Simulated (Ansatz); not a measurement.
What pressure 9 GPa does to PbO2

The reference is PbO2 in the rutile structure (space group P4_2/mnm, No. 136; a = 5.0816 Å, c = 3.4436 Å).

Now apply this change: a hydrostatic pressure of 9 GPa.

All numbers come from DFT with PBE, PAW potentials and a 420 eV plane-wave cutoff in Ansatz (a program for electronic structure), without spin-orbit coupling. Settings: 9×9×14 k-points, 0.05 eV Fermi–Dirac smearing.

The volume per atom shrinks by 0.99 Å³ to 13.83 Å³ and the density increases by 0.64 g/cm³ (8.93 g/cm³ → 9.57 g/cm³). The lattice parameter a decreases by 0.161 Å, from 5.082 Å to 4.921 Å and the c/a ratio goes up by 0.019, from 0.678 to 0.697. The shortest interatomic distance drops by 0.070 Å (2.207 Å → 2.137 Å) and the enthalpy H = E + PV relative to the base's energy amounts to +0.80 eV/atom. The band gap remains zero.

Final structure:

```
PbO2
1.0
    4.92068     0.00000     0.00000
    0.00000     4.92068     0.00000
    0.00000     0.00000     3.42779
Pb O
2 4
Direct
  0.00000   0.00000   0.00000
  0.50000   0.50000   0.50000
  0.30703   0.30703   0.00000
  0.80703   0.19297   0.50000
  0.19297   0.80703   0.50000
  0.69297   0.69297   0.00000
```

With Pb present, leaving out spin-orbit coupling can change the band edges. Load acts through the strain it causes; cell and atoms are relaxed under it. Stability against distortions was not tested. Competing high-pressure phases were not computed. All final runs are without spin polarisation. Gaps under 0.05 eV, about the width of the smearing, are given as zero. A zero or small gap of PbO2 can be the functional's error rather than a property of the material.
